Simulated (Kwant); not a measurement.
System: quantum point contact (saddle potential) in a GaN two-dimensional gas. Effective mass 0.22 mₑ, grid spacing 10 nm, hard walls, nominal width 200 nm (19 grid rows, so walls 200 nm apart), one parabolic valley, scattering region 600 nm long along x; energies count from the band bottom; Fermi energy 0.00166 eV. Potential (V0 + ½k y²) cos²(πx/L) for |x| < L/2, with V0 swept from 0.001743 to 0 eV, k = 1.4e-06 eV/nm², L = 430 nm.

Constants are typed, rounded textbook-type inputs, not results; the design itself was drawn at random and stands for no fabricated device.

Model: effective-mass tight-binding model on a square grid, one spin, coherent transport at 0 K (Kwant). Conductance is in e²/h.

Problem. Compare with the saddle-point formula G = Σ 1/(1 + exp(−2π(E − V0 − ħωy(n + ½))/ħωx)), taking ħωy = ħ√(k/m) and ħωx from the curvature along x of V0 plus half of the mode's confinement energy.

Solution. ħωy = 0.696 meV; at V0 = 1.41 meV the lowest mode has ħωx = 0.242 meV.

```csv
V0 (meV),formula,simulation
1.64,0.00033,0.00033
1.41,0.065,0.073
1.19,0.97,0.97
0.960,1.00,1.00
0.733,1.03,1.06
0.505,1.97,1.99
```

The formula takes a parabolic saddle in the continuum; the run has the full potential on a grid.
